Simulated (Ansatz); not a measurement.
Results of B3LYP (VWN-RPA form) (Ansatz, a program for electronic structure, PAW) for antifluorite K₂S.

Numerical settings: plane-wave cutoff 460 eV, 6×6×6 k mesh, Fermi–Dirac smearing 0.01 eV, scalar-relativistic PAW data made under PBE.

Computed at the level's own relaxed cell.

```
CELL_PARAMETERS angstrom
      0.00000     3.74976     3.74976
      3.74976     0.00000     3.74976
      3.74976     3.74976     0.00000
ATOMIC_POSITIONS crystal
  K  0.25000 0.25000 0.25000
  K  0.75000 0.75000 0.75000
  S  0.00000 0.00000 0.00000
```

Task: List the 11 lowest band energies at Γ above −25 eV (eV, relative to the valence band maximum), grouping those that round alike.

Result: At Γ: -13.82 (×3), -13.60 (×3), -10.43, -0.16 (×3), 3.56.

Note: the run warned that its exchange threshold was loose for the stress.
